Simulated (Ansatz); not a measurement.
Input and output of a self-consistent single point for Bi2Te2Se (R3m, 5 atoms in the cell) (Ansatz, a quantum-chemistry and plane-wave program).

Computed with LDA (PW92), default PAW files made with PBE (plane waves; Ansatz).

```yaml
crystal:
  lattice:
    - [2.16745, 1.25138, 10.61733]
    - [-2.16745, 1.25138, 10.61733]
    - [0.00000, -2.50276, 10.61733]
  atoms:
    - { symbol: Bi, position: [0.60985, 0.60985, 0.60985] }
    - { symbol: Bi, position: [0.39172, 0.39172, 0.39172] }
    - { symbol: Te, position: [0.21960, 0.21960, 0.21960] }
    - { symbol: Te, position: [0.78040, 0.78040, 0.78040] }
    - { symbol: Se, position: [0.00000, 0.00000, 0.00000] }
```

Reference input (self-consistent single point, DFT, LDA (PW92), plane waves, default PAW files made with PBE): basis.ecutwfc = 30.9 Ry; kpoints.mp_grid.grid = 5 5 5; hamiltonian.xc = lda; hamiltonian.pseudopotentials = {kind: paw} (the program's default PAW files); scf.occupations.method = fixed. This run's input differs from it in these lines:

Ansatz 0.2 input:
```diff
@@ -15,3 +15,3 @@
 kpoints:
-  mp_grid: { grid: [5, 5, 5] }
+  mp_grid: { grid: [7, 7, 7] }
 hamiltonian:
```

Output (repeated stretches shortened):

```
SCF iter   1: F=—  HF=-43210.608664 eV  |F-HF|=—  |Δ(HF+E_count)|=         —  Δρ=3.91e-3  dr2=3.31e-2  ethr=1.77e-3  ⟨swp⟩=5.0  Hψ=6913  notcnv=0  defer=227
all-band conjugate gradients solve this SCF's bands
preconditioner: auto → Resta (q_TF=auto, 2.390 Å⁻¹)
SCF iter   2: F=—  HF=-43210.600503 eV  |F-HF|=—  |Δ(HF+E_count)|=   8.16e-3  Δρ=2.11e-3  dr2=7.70e-3  ethr=4.24e-5  ⟨swp⟩=3.2  Hψ=2894  notcnv=0  defer=260
   [... lines left out ...]
SCF iter   5: F=—  HF=-43210.599180 eV  |F-HF|=—  |Δ(HF+E_count)|=   1.52e-5  Δρ=7.58e-5  dr2=1.17e-5  ethr=1.74e-7  ⟨swp⟩=2.0  Hψ=3712  notcnv=0  defer=189
SCF iter   6: F=—  HF=-43210.599061 eV  |F-HF|=—  |Δ(HF+E_count)|=   1.19e-4  Δρ=1.93e-5  dr2=1.02e-6  ethr=1.50e-8  ⟨swp⟩=2.0  Hψ=3716  notcnv=0  defer=83
SCF iter   7: F=—  HF=-43210.599061 eV  |F-HF|=—  |Δ(HF+E_count)|=   2.96e-7  Δρ=7.17e-6  dr2=1.59e-7  ethr=1.31e-9  ⟨swp⟩=2.0  Hψ=3717  notcnv=0  defer=83
SCF iter   8: F=-43210.599061 eV  HF=-43210.599061 eV  |F-HF|=2.55e-9  |Δ(HF+E_count)|=   1.25e-8  Δρ=2.02e-6  dr2=1.82e-8  ethr=1.28e-10  ⟨swp⟩=13.7  Hψ=12030  notcnv=0
SCF 1 converged in 8 iterations: F = -43210.599061 eV  dr2 = 1.82e-8
Free energy (F): -43210.599061 eV
Internal energy: -43210.599061 eV  (E = F + TS)
E sigma→0 (E₀):  -43210.599061 eV
Fermi energy:    7.487748 eV
--- Forces (eV/Å), atoms counted from 1 ---
  atom   1  Bi     0.00000000    -0.00000001    -0.38359057
  atom   2  Bi    -0.00000000     0.00000000     0.07594428
  atom   3  Te    -0.00000000     0.00000001     0.45436144
  atom   4  Te     0.00000000    -0.00000000    -0.21929877
  atom   5  Se    -0.00000000     0.00000000     0.07254481
--- Stress (GPa, compression-positive) ---
       -3.072672      -0.000000       0.000000
       -0.000000      -3.072672      -0.000000
        0.000000      -0.000000      -3.322744
  P = ⅓ Tr σ = -3.1560 GPa (-31.560 kbar)
  The stress holds the Pulay correction. Without it, at fixed plane waves, as pw.x and ABINIT print it: P = -3.1842 GPa
```

The run converged in 8 iterations. Against the reference run the free energy goes up by 1.8 meV/atom, the pressure hardly changes (-3.21 to -3.16 GPa), the largest force moves little (0.459 to 0.454 eV/Å) and the gap on the mesh hardly changes (0.404 to 0.403 eV).

The starting cell comes from a database of computed structures (which also holds hypothetical and non-ambient phases and stackings), without a prior relaxation at this level. Its lattice was rescaled by up to half a per cent. One atom was moved a little off its site on purpose. Spin-orbit coupling is off. With a pressure of about -3 GPa the cell is away from its equilibrium volume at this level. Ansatz's pressure includes its estimate of the finite-basis (Pulay) stress.
